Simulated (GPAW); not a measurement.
# How far to go with the k-point mesh: SrGaGe (P3m1, 3 atoms in the cell)

```yaml
crystal:
  lattice:
    - [4.25660, 0.00000, 0.00000]
    - [-2.12830, 3.68633, 0.00000]
    - [0.00000, 0.00000, 4.69756]
  atoms:
    - { symbol: Sr, position: [0.00000, 0.00000, 0.01064] }
    - { symbol: Ga, position: [0.33333, 0.66667, 0.50000] }
    - { symbol: Ge, position: [0.66667, 0.33333, 0.50000] }
```

Level of theory: PBEsol, GPAW PAW datasets PBEsol (made by gpaw-setup) (plane waves; GPAW).

Base settings: mode = pw; ecut = 550 eV; xc = PBEsol; kpts = 5 5 3; mesh shift (steps) = 0 0 0; occupations.name = methfessel-paxton; occupations.width = 0.1 eV; occupations.order = 0; nbands = -11; convergence.forces = 0.001 eV/Å.

The second cell is the first with its lattice scaled by 0.98.

Only quantities that move along the ladder and can be compared are tabulated.

The count of work is k-points × plane waves × bands × iterations; it is no time. Core times come from one kind of shared machine, to one figure; runs under 30 s give none.

The starting cell comes from a database of computed structures (which also holds hypothetical and non-ambient phases and stackings), without a prior relaxation at this level. Its lattice was rescaled by up to half a per cent. One atom was moved a little off its site on purpose. Without a gap this mesh is coarse (it stands for a supercell whose shortest vector is 14 Å).

```csv
kpts,free energy less the last step's (meV/atom),energy of the compressed cell less the first (meV/atom),pressure (GPa),largest difference of a force vector from the last step's (eV/Å),count of work / last,core time / last (rough)
2 2 1,814.48,38.65,4.04,0.098,0.013,–
3 3 2,179.50,23.62,1.04,0.044,0.031,–
4 4 3,14.68,22.83,1.00,0.028,0.047,–
5 5 3,-1.76,20.44,0.52,0.011,0.071,–
5 5 4,-5.52,18.46,0.50,0.019,0.089,–
7 7 6,-5.53,17.31,0.16,0.006,0.22,–
9 9 7,-2.03,15.71,-0.04,0.008,0.36,0.4
11 11 8,0.72,15.01,-0.10,0.003,0.57,0.6
12 12 9,-0.02,14.65,-0.14,0.002,0.69,0.7
14 14 11,0.00,14.45,-0.13,0.000,1.0,1
```

Coarsest kpts that holds the free energy within 1 meV/atom of the last step, with all finer ones: 11 11 8; the step before is off by 2.0 meV/atom.

Coarsest kpts that holds the pressure within 0.05 GPa of the last step, with all finer ones: 11 11 8; the step before is off by 0.09 GPa.

Two neighbours can agree and both be off: 5 5 4 and 7 7 6 differ by 0.01 meV/atom in the free energy, yet lie about 5.5 meV/atom from the last step.
